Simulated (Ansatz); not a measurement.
Reference: Si (Fd-3m), PBEsol with spin-orbit coupling, rigid bands (plane waves, PAW; Ansatz, a first-principles code); axes and stresses refer to this cell.

```xyz
2
Lattice="0.0000 2.7168 2.7168 2.7168 0.0000 2.7168 2.7168 2.7168 0.0000" Properties=species:S:1:pos:R:3 pbc="T T T"
Si     1.3584     1.3584     1.3584
Si     0.0000     0.0000     0.0000
```

The electron conductivity mass is 0.28 mₑ, the band gap is 0.45 eV and the Seebeck coefficient, n-type 1e19 cm⁻³ is -309 μV/K.

Q: Change: uniaxial stress along [111] of -1 GPa (compression positive). What happens to electron conductivity mass, band gap, Seebeck coefficient, n-type 1e19 cm⁻³?

A: electron conductivity mass moves little, to 0.28 mₑ; band gap drops to 0.43 eV; Seebeck coefficient, n-type 1e19 cm⁻³ moves little, to -311 μV/K.

Q: Change: uniaxial stress along [111] of -2 GPa (compression positive). What happens to electron conductivity mass, band gap, Seebeck coefficient, n-type 1e19 cm⁻³?

A: electron conductivity mass moves little, to 0.29 mₑ; band gap shrinks to 0.41 eV; Seebeck coefficient, n-type 1e19 cm⁻³ goes up in size to -319 μV/K.

Masses are for dilute carriers at 300 K, harmonic means over directions unless an axis is named. Seebeck coefficients are for the stated density at 300 K, with one relaxation time for all states and whether or not that doping can be reached. Stresses and pressures are the targets of the relaxation.  The structure type is held under load, also where the real crystal would transform.
